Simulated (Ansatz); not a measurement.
Hexagonal WC was calculated with revPBE (Ansatz, a first-principles code, plane waves, PAW).

Numerical settings: plane-wave cutoff 520 eV, 24×24×20 k mesh (along the axes of the cell as run), Fermi–Dirac smearing 0.05 eV, no spin polarisation, scalar-relativistic PAW data made under PBE.

The cell is scaled about its equilibrium volume:

Shape and atoms are relaxed at each volume.

| V (Å³/atom) | P (GPa) | c (Å) | a (Å) |
|---|---|---|---|
| 10.187 | 16.64 | 2.822 | 2.887 |
| 10.399 | 7.88 | 2.838 | 2.909 |
| 10.612 | 0.00 | 2.854 | 2.930 |
| 10.824 | -7.09 | 2.870 | 2.951 |
| 11.036 | -13.47 | 2.885 | 2.972 |

Note: the bulk modulus comes from volumes at which shape and atoms were relaxed.
